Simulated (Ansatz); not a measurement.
Candidates (primitive cells; geometry: cell and atoms relaxed with PBEsol):
A. CaO (Fm-3m), a = 3.371 Å, b = 3.371 Å, c = 3.371 Å, α = 60.00°, β = 60.00°, γ = 60.00°
B. LiF (Fm-3m), a = b = c = 2.834 Å, α = β = γ = 60.00°
C. C (Fd-3m), a = 2.513 Å, b = 2.513 Å, c = 2.513 Å, α = 60.00°, β = 60.00°, γ = 60.00°

Put the candidates in order of Seebeck coefficient, p-type 1e19 cm⁻³, lowest first, for PBE, rigid bands (Ansatz, a program for electronic structure).

C (335 μV/K), A (451 μV/K), B (654 μV/K)

Seebeck coefficients are for the stated density at 300 K, with one relaxation time for all states and whether or not that doping can be reached. Spin-orbit coupling is left out.
